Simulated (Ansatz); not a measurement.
An Ansatz (a program for electronic structure) run: MoSi2 with a change (Si on a Mo site (antisite)); DFT with r2SCAN, PAW potentials and a 500 eV plane-wave cutoff in Ansatz, no spin-orbit coupling, earlier PAW set.

Input:

Ansatz 0.2 input:
```yaml
crystal:
  lattice:
    - [-1.6010847236, 1.6010847236, 3.9097484836]
    - [1.6010847236, -1.6010847236, 3.9097484836]
    - [6.4043388944, 3.2021694472, 0]
  atoms:
    - { symbol: Si, position: [-0.0001536512, 0.0065871102, 0.0029523265] }
    - { symbol: Mo, position: [0.6631569526, 0.3329539833, 0.3318700023] }
    - { symbol: Mo, position: [0.3235700626, 0.6652168531, 0.6639119135] }
    - { symbol: Si, position: [0.3333917479, 0.338383563, 0.0032763241] }
    - { symbol: Si, position: [-0.0024874521, 0.6767319074, 0.3339964534] }
    - { symbol: Si, position: [0.6674686419, 0.0007853872, 0.6672824561] }
    - { symbol: Si, position: [0.6693188123, 0.6713955543, -0.004666018] }
    - { symbol: Si, position: [0.3362663923, 0.9899486294, 0.3355511884] }
    - { symbol: Si, position: [0.9970215534, 0.3226306588, 0.6697391606] }
basis: { ecutwfc: 500, ecutrho_ratio: 4, xc_grid: 4, fft_grid_basis: typed }
kpoints: { mp_grid: { grid: [6, 6, 6] } }
hamiltonian:
  xc: r2scan
  dispersion: none
  pseudopotentials: { azcp: { folder: ./paw }, kind: paw }
scf: { occupations: { method: fermi_dirac, width: 0.05 }, convergence: { dr2_threshold: 0.0000000009 } }
relax: { f_tol: 0.02, max_steps: 45 }
output: { forces: true, stress: true }
checkpoint: { write: state.ck, write_every: 1000 }
```

Output (explanatory and most iteration lines left out):

```
Relaxation: its limit of steps is 45 (relax.max_steps)
Pseudopotential: Si, paw, valence charge 4
Pseudopotential: Mo, paw, valence charge 14
Crystal: 9 atoms, lattice volume = 120.270 Å³
Basis set: ecut = 500 eV, 3047 PW (Γ), exchange–correlation on 144×144×216 points (64 copies of the dense FFT grid, shifted against one another)
Bands: 37, of which v1, the nominal top of the filled ones, is band 28 counted from 1 (27 counted from 0)
Symmetry: 1 space group operations
Space group: P1 (ITA 1), of the structure as read, at distance tolerance 4.9e-5 Å
k-points: 112 of 216 (time reversal used)
Functional: x = r2scan, c = r2scan; τ floored in thin density (d = 2e-4 eV/Å³)
SCF iter   1: F=—  HF=-14410.294704 eV  |F-HF|=—  |Δ(HF+E_count)|=         —  Δρ=8.55e-2  dr2=1.52e1  dr2_τ=5.49e-1  ethr=3.10e-3  ⟨swp⟩=8.2  Hψ=21430  notcnv=0  defer=18
SCF iter   2: F=—  HF=-14407.831946 eV  |F-HF|=—  |Δ(HF+E_count)|=    2.46e0  Δρ=2.65e-2  dr2=6.64e-1  dr2_τ=4.10e-1  ethr=3.10e-3  ⟨swp⟩=3.1  Hψ=9734  notcnv=0  defer=202
SCF 1 converged in 11 iterations: F = -14407.896161 eV  dr2 = 3.89e-11
relax step   1: F+E_penalty+E_count = -14407.89616059 eV  Δ(F+E_penalty+E_count) = +0.000e0 eV  max|allowed force component| = 9.002e-1 eV/Å  Δτ_max = 0.0000 Å  (11 SCF iters, accepted)
Crystal: 9 atoms, lattice volume = 120.270 Å³
SCF iter   1: F=—  HF=-14407.938325 eV  |F-HF|=—  |Δ(HF+E_count)|=         —  Δρ=3.59e-3  dr2=3.39e-2  dr2_τ=1.39e-1  ethr=6.00e-5  ⟨swp⟩=1.8  Hψ=14816  notcnv=0  defer=186
SCF iter   2: F=—  HF=-14408.016010 eV  |F-HF|=—  |Δ(HF+E_count)|=   7.77e-2  Δρ=2.42e-3  dr2=1.55e-2  dr2_τ=1.32e-4  ethr=6.00e-5  ⟨swp⟩=2.0  Hψ=7817  notcnv=0  defer=186
SCF 2 converged in 10 iterations: F = -14408.013241 eV  dr2 = 2.76e-11
relax step   2: F+E_penalty+E_count = -14408.01324142 eV  Δ(F+E_penalty+E_count) = -1.171e-1 eV  max|allowed force component| = 2.781e-1 eV/Å  Δτ_max = 0.0530 Å  (10 SCF iters, accepted)
Crystal: 9 atoms, lattice volume = 120.270 Å³
SCF iter   1: F=—  HF=-14407.883902 eV  |F-HF|=—  |Δ(HF+E_count)|=         —  Δρ=4.47e-3  dr2=2.20e-2  dr2_τ=2.74e-1  ethr=1.62e-3  ⟨swp⟩=4.2  Hψ=11472  notcnv=0  defer=152
SCF iter   2: F=—  HF=-14408.037507 eV  |F-HF|=—  |Δ(HF+E_count)|=   1.54e-1  Δρ=3.25e-3  dr2=1.06e-2  dr2_τ=4.60e-4  ethr=3.93e-5  ⟨swp⟩=2.0  Hψ=8996  notcnv=0  defer=190
SCF 3 converged in 9 iterations: F = -14408.037839 eV  dr2 = 2.96e-10
relax step   3: F+E_penalty+E_count = -14408.03783878 eV  Δ(F+E_penalty+E_count) = -2.460e-2 eV  max|allowed force component| = 2.007e-1 eV/Å  Δτ_max = 0.0823 Å  (9 SCF iters, accepted)
Crystal: 9 atoms, lattice volume = 120.270 Å³
SCF iter   1: F=—  HF=-14407.556646 eV  |F-HF|=—  |Δ(HF+E_count)|=         —  Δρ=9.65e-3  dr2=1.07e-1  dr2_τ=1.22e0  ethr=1.90e-3  ⟨swp⟩=6.0  Hψ=15575  notcnv=0  defer=26
SCF iter   2: F=—  HF=-14408.098795 eV  |F-HF|=—  |Δ(HF+E_count)|=   5.42e-1  Δρ=6.84e-3  dr2=4.53e-2  dr2_τ=2.46e-3  ethr=1.90e-4  ⟨swp⟩=2.1  Hψ=9001  notcnv=0  defer=192
SCF 4 converged in 10 iterations: F = -14408.100274 eV  dr2 = 5.26e-11
relax step   4: F+E_penalty+E_count = -14408.10027448 eV  Δ(F+E_penalty+E_count) = -6.244e-2 eV  max|allowed force component| = 5.102e-1 eV/Å  Δτ_max = 0.1957 Å  (10 SCF iters, accepted)
Crystal: 9 atoms, lattice volume = 120.270 Å³
SCF iter   1: F=—  HF=-14407.833277 eV  |F-HF|=—  |Δ(HF+E_count)|=         —  Δρ=8.20e-3  dr2=8.44e-2  dr2_τ=7.33e-1  ethr=1.49e-3  ⟨swp⟩=5.9  Hψ=15014  notcnv=0  defer=63
SCF iter   2: F=—  HF=-14408.200280 eV  |F-HF|=—  |Δ(HF+E_count)|=   3.67e-1  Δρ=5.83e-3  dr2=4.09e-2  dr2_τ=1.03e-3  ethr=1.51e-4  ⟨swp⟩=2.0  Hψ=8985  notcnv=0  defer=199
SCF 5 converged in 9 iterations: F = -14408.198505 eV  dr2 = 7.74e-10
relax step   5: F+E_penalty+E_count = -14408.19850547 eV  Δ(F+E_penalty+E_count) = -9.823e-2 eV  max|allowed force component| = 1.247e-1 eV/Å  Δτ_max = 0.2000 Å  (9 SCF iters, accepted)
Crystal: 9 atoms, lattice volume = 120.270 Å³
[...]
SCF iter   1: F=—  HF=-14408.202511 eV  |F-HF|=—  |Δ(HF+E_count)|=         —  Δρ=3.76e-7  dr2=1.58e-10  dr2_τ=9.38e-12  ethr=1.00e-12  ⟨swp⟩=2.6  Hψ=19437  notcnv=0  defer=195
SCF iter   2: F=-14408.202511 eV  HF=-14408.202511 eV  |F-HF|=2.18e-11  |Δ(HF+E_count)|=  3.64e-11  Δρ=2.39e-7  dr2=6.91e-11  dr2_τ=3.59e-12  ethr=1.00e-12  ⟨swp⟩=3.0  Hψ=10882  notcnv=0
SCF 7 converged in 2 iterations: F = -14408.202511 eV  dr2 = 6.91e-11
SCF converged after 2 iterations
Free energy (F): -14408.202511 eV
Internal energy: -14408.176689 eV  (E = F + TS)
E sigma→0 (E₀):  -14408.189600 eV
Entropy (-TS):   -0.025821 eV (-2.869 meV/atom)
Fermi energy:    14.837515 eV
--- Forces (eV/Å), atoms counted from 1 ---
  atom   1  Si    -0.00015326     0.00003988     0.00145058
  atom   2  Mo    -0.00455960     0.01683951     0.00037753
  atom   3  Mo    -0.01703139     0.00381298    -0.00052386
  atom   4  Si     0.00041583     0.00157141     0.00972204
  atom   5  Si     0.00323544    -0.00824620    -0.00374705
  atom   6  Si     0.00779526    -0.00358763    -0.00386308
  atom   7  Si    -0.00071651     0.00098597    -0.00945265
  atom   8  Si     0.00254313    -0.00841056     0.00321046
  atom   9  Si     0.00846985    -0.00300497     0.00282692
--- Stress (GPa, compression-positive) ---
        3.183516      -1.342647      -0.015875
       -1.342647       3.180652       0.012315
       -0.015875       0.012315       2.312417
  P = ⅓ Tr σ = 2.8922 GPa (28.922 kbar)
--- Relaxed structure (6 steps of the walk, 6 accepted, 0 SCFs on fresh bases) ---
  atoms:
    - { symbol: Si, position: [-0.1077214298190019, 0.10650943959129328, 0.00044688292750594966] }
    - { symbol: Mo, position: [0.7113531102842268, 0.2878761242714776, 0.3345052170992563] }
    - { symbol: Mo, position: [0.3773110110859811, 0.6219434459851436, 0.6663673618868436] }
    - { symbol: Si, position: [0.24929107006084286, 0.41746781747247286, 0.00040321312492374445] }
    - { symbol: Si, position: [0.04515920547730484, 0.6192968577227413, 0.33757481790181687] }
    - { symbol: Si, position: [0.7080435392795132, -0.04356863429762059, 0.6633091330382909] }
    - { symbol: Si, position: [0.5813854959474951, 0.7497836070468984, 0.0004359213203277007] }
    - { symbol: Si, position: [0.37992544271355233, 0.9540975348089236, 0.33758179738770566] }
    - { symbol: Si, position: [1.042805614670086, 0.2912274540986704, 0.6632894622133296] }
```

In so small a cell the defect repeats every few ångströms: this is an ordered compound, not a dilute defect. The mesh was chosen for an insulator and is coarse for the gapless case. All final runs are without spin polarisation. The cell was made from MoSi2 (space group I4/mmm, No. 139) by this change: Si on a Mo site (antisite). The defect cell is not spin-polarised.
